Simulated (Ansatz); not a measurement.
Pressure series in RuSi

Start from RuSi (space group P2_13, No. 198).

```
CELL_PARAMETERS angstrom
      4.70473     0.00000     0.00000
      0.00000     4.70473     0.00000
      0.00000     0.00000     4.70473
ATOMIC_POSITIONS crystal
  Ru 0.12942 0.12942 0.12942
  Ru 0.62942 0.37058 0.87058
  Ru 0.87058 0.62942 0.37058
  Ru 0.37058 0.87058 0.62942
  Si 0.83761 0.83761 0.83761
  Si 0.33761 0.66239 0.16239
  Si 0.16239 0.33761 0.66239
  Si 0.66239 0.16239 0.33761
```

Cell and atoms are relaxed at each pressure.

The values are results of Kohn–Sham DFT with the r2SCAN functional, run in Ansatz (an electronic-structure program) with PAW and 500 eV plane waves, scalar-relativistic without spin-orbit coupling, not measurements.

```csv
pressure (GPa),volume per atom (Å³/atom)
-2,13.138
-1,?
0,13.017
3,12.848
7,12.644
30,11.750
```

Task: Fit the third-order Birch–Murnaghan form P(V) = (3B₀/2)[(V₀/V)^(7/3) − (V₀/V)^(5/3)]·[1 + (3/4)(B₀′ − 4)((V₀/V)^(2/3) − 1)] (squares taken in P) to the rows shown and predict the withheld row.

Result: Least squares on the printed values gives V₀ = 13.017 Å³/atom, B₀ = 222 GPa, B₀′ = 5.4; this predicts 13.076 Å³/atom, and the run gives 13.077 Å³/atom, in agreement.

Load acts through the strain it causes; cell and atoms are relaxed under it. Stability against distortions was not tested. Competing high-pressure phases were not computed.
